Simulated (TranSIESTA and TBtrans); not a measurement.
**Ga chain bridged by a linear C2 unit along the axis**

Device: Ga chain bridged by a linear C2 unit along the axis. Leads: straight Ga chain, spacing 2.55 Å. Geometry: 4 atoms about the centre moved by SIESTA (PBE, DZP) to a largest force of 0.01 eV/Å, all others as built, motion along the axis alone. Transport runs along z; the first 6 and the last 6 of the 20 atoms are the lead cells, repeated to infinity.

```xyz
20
Lattice="9.000 0.000 0.000 0.000 9.000 0.000 0.000 0.000 48.440" Properties=species:S:1:pos:R:3 pbc="F F T"
Ga     4.500     4.500     0.000
Ga     4.500     4.500     2.550
Ga     4.500     4.500     5.100
Ga     4.500     4.500     7.650
Ga     4.500     4.500    10.200
Ga     4.500     4.500    12.750
Ga     4.500     4.500    15.300
Ga     4.500     4.500    17.850
Ga     4.500     4.500    20.396
C      4.500     4.500    22.305
C      4.500     4.500    23.586
Ga     4.500     4.500    25.495
Ga     4.500     4.500    28.040
Ga     4.500     4.500    30.590
Ga     4.500     4.500    33.140
Ga     4.500     4.500    35.690
Ga     4.500     4.500    38.240
Ga     4.500     4.500    40.790
Ga     4.500     4.500    43.340
Ga     4.500     4.500    45.890
```

Method: TranSIESTA and TBtrans, PBE, DZP numerical orbitals (energy shift 0.15 eV), PseudoDojo norm-conserving scalar-relativistic potentials, mesh cutoff 200 Ry, 300 K, no spin polarisation, no spin-orbit coupling; self-consistent non-equilibrium Green functions.

| Property | Result |
|---|---|
| Conductance at 300 K (G0 = 2e²/h) | 1.86 |
| Thermopower (μV/K) | -2.2 |
| Mean T from −0.5 to 0.5 eV | 1.29 |

Energies count from the leads' Fermi level. Transmissions are for one spin of a degenerate pair. The energy step is 0.01 eV; narrower resonances are cut or missed.

```csv
E (eV),T,lead channels
-1.95,0.093,1
-1.80,0.090,1
-1.65,0.083,1
-1.50,0.045,1
-1.35,0.11,1
-1.20,0.10,1
-1.05,0.099,1
-0.90,0.096,1
-0.75,0.095,1
-0.60,0.093,1
-0.45,0.091,1
-0.30,0.090,1
-0.15,1.57,3
0.00,1.87,3
0.15,1.86,3
0.30,1.81,3
0.45,1.78,3
0.60,1.78,3
0.75,1.81,3
0.90,1.85,3
1.05,1.89,3
1.20,1.93,3
1.35,1.95,3
1.50,1.97,3
1.65,1.98,3
1.80,1.99,3
1.95,1.99,3
```

The straight chain is held at its spacing; free chains may zigzag or dimerise. No spin-polarised start was tried, so a magnetic state, if there is one, is missed.
